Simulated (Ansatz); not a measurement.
Consider CaO in the rock salt structure (space group Fm-3m, No. 225; a = 4.767 Å).

Levels (all Ansatz, a quantum-chemistry and plane-wave program, PAW): PBEsol (420 eV, no spin-orbit coupling); HSE06 (420 eV, no spin-orbit coupling).

The geometry is relaxed with PBEsol.

| Property | Result |
|---|---|
| PBEsol lowest conduction level above the VBM at special points | X 3.54 eV; Γ 4.78 eV; K 5.11 eV |

With HSE06 at the same geometry, the lowest conduction level above the VBM at special points goes from X 3.54 eV; Γ 4.78 eV; K 5.11 eV to X 5.31 eV; Γ 6.47 eV; K 6.95 eV.

Single points use the geometry relaxed with PBEsol. HSE06 was sampled on its mesh, a few special points and the semilocal edge points, so its gap is an upper bound. The levels and masses belong to the bands next to the band gap. Whether these cells are dynamically stable was not tested. The base started in Cmce and relaxed to Fm-3m at this level.
